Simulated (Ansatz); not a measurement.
**BaMg2P2, element substitutions**

Base system: BaMg2P2 (space group P-3m1, No. 164; a cell from a computed database, its experimental status unchecked).

```xyz
5
Lattice="4.3424 0.0000 0.0000 -2.1712 3.7606 0.0000 0.0000 0.0000 7.5004" Properties=species:S:1:pos:R:3 pbc="T T T"
Ba     0.0000     0.0000     0.0000
Mg     2.1712     1.2535     2.8199
Mg     0.0000     2.5071     4.6805
P      2.1712     1.2535     5.4495
P      0.0000     2.5071     2.0509
```

Each row replaces one element on all its sites; cell and atoms are relaxed.

Levels (all Ansatz, a program for electronic structure, PAW): PBEsol (420 eV, without spin-orbit coupling); r2SCAN (500 eV, no SOC).

Pressures by level, all at the geometries relaxed with PBEsol:

```
case     PBEsol   r2SCAN
------  -------  -------
base    0.0 GPa  1.4 GPa
P → Al  0.0 GPa        …
P → S   0.0 GPa        …
```

Q: Complete the table.

A: 
- P → Al, r2SCAN: 1.1 GPa
- P → S, r2SCAN: 0.9 GPa

Single points use the geometry relaxed with PBEsol. Their cutoffs differ, which shifts pressures a little. Stability against distortions was not tested. As relaxed here, BaMg2Al2 and BaMg2S2 are hypothetical phases, not in the database extracts checked. All final runs are without spin polarisation.
